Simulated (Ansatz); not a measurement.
```xyz
32
Lattice="2.5254 -0.0003 -0.0178 2.5253 3.5700 -0.1122 -1.0192 -1.2747 25.6158" Properties=species:S:1:pos:R:3 pbc="T T T"
C      1.8502     1.4255     1.9302
C      3.1128     2.2688     1.8973
C      0.5795    -0.3409     0.8706
C      1.8420     0.4225     0.7968
C      1.8682     1.4710     4.4660
C      3.1308     2.3617     4.4335
C      0.5965    -0.3452     3.2635
C      1.8592     0.5426     3.2273
C      1.8868     1.5381     6.9915
C      3.1495     2.4303     6.9590
C      0.6148    -0.2805     5.7855
C      1.8775     0.6114     5.7525
C      1.9056     1.6060     9.5165
C      3.1683     2.4981     9.4841
C      0.6335    -0.2130     8.3101
C      1.8962     0.6793     8.2775
C      1.9242     1.6750    12.0419
C      3.1868     2.5644    12.0104
C      0.6523    -0.1445    10.8352
C      1.9150     0.7468    10.8026
C      1.9411     1.7622    14.5543
C      3.2053     2.6149    14.5369
C      0.6705    -0.0694    13.3643
C      1.9334     0.8096    13.3337
Ni     1.9974     2.4397    17.2068
Ni     0.7251     0.5452    15.9893
Ni     2.0161     2.4981    19.6442
Ni     0.7437     0.6833    18.4866
Ni     2.0348     2.5687    22.1160
Ni     0.7636     0.7493    20.9486
Ni     2.0540     2.6224    24.5741
Ni     0.7814     0.8172    23.3851
```
Starting moments (μB, in the order of the record's atoms C C C C C C C C C C C C C C C C C C C C C C C C Ni Ni Ni Ni Ni Ni Ni Ni): 0.0 0.0 0.0 0.0 0.0 0.0 0.0 0.0 0.0 0.0 0.0 0.0 0.0 0.0 0.0 0.0 0.0 0.0 0.0 0.0 0.0 0.0 0.0 0.0 0.7 0.7 0.7 0.7 0.7 0.7 0.7 0.7.

The first 24 atoms are the substrate (C-dia), the rest the film (Ni).

Method: PBE (plane waves to 420 eV, PAW; Ansatz, an electronic-structure program). Spin–orbit coupling is left out; PBE gaps are too small against experiment. Its k-point mesh 15×9×1, Fermi–Dirac width 0.05 eV.

Q: Describe the bonding at the interfaces and give the barriers.

A: A periodic stack without vacuum, fcc Ni, ferromagnetic (1 1 0) on diamond (1 1 0) (film strained to the substrate, faces as cut; started ferromagnetic): substrate slab C24, film Ni8, surface cells [[0, -1], [1, -1]] and [[0, -1], [1, -1]], film strained by +1.5 and +1.5 %, faces C/C and Ni/Ni as cut (like faces can put a slab off its formula).
* **interface area**: 9.0 Å²
* **period**: 25.57 Å
* **gaps between the outermost planes at the two interfaces**: 1.38 and 1.74 Å
* **C–Ni contacts across the interfaces within 1.22 times the sum of covalent radii**: 6, mean 2.13 Å
* **hole barrier (PBE, at the middle of a substrate layer that carries a field)**: 0.58 eV
* **electron barrier (PBE, at the middle of a substrate layer that carries a field)**: 3.55 eV
* **slope of the mean potential energy in the substrate**: +2.6 MV/cm × e
